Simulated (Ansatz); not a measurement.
## Competing hops of W-vacancy pair in bcc Mo, neutral cell

System: W-vacancy pair (W on one host Mo site, one Mo site vacant) in bcc Mo (neutral cell). Computed with PBE, PAW (plane waves to 420 eV; Ansatz, a program for electronic structure).

Cell of 36 host sites held at the relaxed PBE lattice; a 2×2×3 k-point mesh shifted by half a step; Fermi-Dirac width 0.10 eV, spin-restricted; finite-size errors left in. No zero-point or tunnelling terms. Spin-orbit coupling is left out. Forms of the defect that were not tried may lie lower.

Barriers: single points on a 3×3×5 k-point mesh shifted by half a step at the bands' geometries (they differ from the bands' own by up to 0.06 eV, and are uncertain by about as much).

```json
[
 {"Route": "a nearby Mo atom hops onto the vacant site (W-vacancy distance between ideal sites 2.74 → 3.16 Å)", "Start site over the lowest site run (eV)": "0.04", "Hop (Å)": "2.70", "Forward barrier (eV)": "1.13", "Backward barrier (eV)": "1.17", "Neighbours at the start": "2 Mo at 2.71, 3 Mo at 2.74, 2 Mo at 2.75, 2 Mo at 3.14, 2 Mo at 3.17, Mo at 3.19; W at 3.14 Å", "Neighbours at the saddle": "2 Mo at 2.66, Mo at 2.68, Mo at 2.72, Mo at 2.75, 2 Mo at 3.22, Mo at 3.23; W at 2.72 Å", "Saddle order": "not checked", "Forward, on the band's own sampling (eV)": "1.17"},
 {"Route": "direct exchange of W with the vacancy (W-vacancy distance between ideal sites 2.74 Å throughout)", "Start site over the lowest site run (eV)": "0.04", "Hop (Å)": "2.70", "Forward barrier (eV)": "1.35", "Backward barrier (eV)": "1.35", "Neighbours at the start": "2 Mo at 2.72, 3 Mo at 2.74, 2 Mo at 2.75, 3 Mo at 3.13, 2 Mo at 3.17, Mo at 3.19 Å", "Neighbours at the saddle": "4 Mo at 2.68, 2 Mo at 2.70, 3 Mo at 3.37, 3 Mo at 3.40 Å", "Saddle order": "not checked, on a symmetry element", "Forward, on the band's own sampling (eV)": "1.40"}
]
```

Paths come from CI-NEB runs. Of the routes that converged and passed our checks, the lowest saddle point lies 1.17 eV above the lowest of the sites run (a nearby Mo atom hops onto the vacant site (W-vacancy distance between ideal sites 2.74 → 3.16 Å)); other sites, such as split forms, and other routes may lie lower. A band can be held on a symmetry element, so unchecked saddle points there may be too high.
